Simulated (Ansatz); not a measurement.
**Al2O3, pressure series**

Consider Al$_{2}$O$_{3}$ in the corundum structure (space group R-3c, No. 167; a = 4.808 Å, c = 13.122 Å (hexagonal axes)).

Cell and atoms are relaxed at each pressure.

Computed with Ansatz (an electronic-structure program), PBE, PAW, cutoff 420 eV, no SOC, earlier PAW set.

Candidates:
(a) pressure −2 GPa
(b) pressure 2.1 GPa
(c) pressure 15 GPa

For the base:

```
Quantity    Value
--------  -------
Band gap  5.86 eV
```

**Question.** Order them by band gap, lowest first.

**Answer.** (a) pressure −2 GPa (5.75 eV), (b) pressure 2.1 GPa (5.97 eV), (c) pressure 15 GPa (6.57 eV)

Load acts through the strain it causes; cell and atoms are relaxed under it. No phonon test of stability was made. No other phases were tried under pressure.
